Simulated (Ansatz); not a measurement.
Tm in the hcp (Mg type) structure (space group P6_3/mmc, No. 194; ferromagnetic)

```cif
data_Tm2
_chemical_formula_sum 'Tm2'
_space_group_name_H-M_alt 'P63/mmc'
_space_group_IT_number 194
_space_group_name_Hall '-P 6c 2c'
_cell_length_a 3.53560
_cell_length_b 3.53560
_cell_length_c 5.79814
_cell_angle_alpha 90.000
_cell_angle_beta 90.000
_cell_angle_gamma 120.000
loop_
_atom_site_label
_atom_site_type_symbol
_atom_site_symmetry_multiplicity
_atom_site_Wyckoff_symbol
_atom_site_fract_x
_atom_site_fract_y
_atom_site_fract_z
_atom_site_occupancy
Tm1 Tm 2 d 0.66667 0.33333 0.25000 1
```

Level of theory: PBEsol (Ansatz, a first-principles code, PAW, no SOC). Settings: 15×15×8 k-points, 0.05 eV Fermi–Dirac smearing.

Volume per atom: 31.38 Å³
Density: 8.94 g/cm³
Magnetic state: ferromagnetic
Total energy: -12795.452 eV/atom (σ→0; compares only within this code and set-up)

The magnetic state is the one reached from the starting moments; the real material's order can differ, and small cells can't hold many antiferromagnetic ones. Open 4f shells without U are poorly described, and the f state was not checked. No phonon test of stability was made.
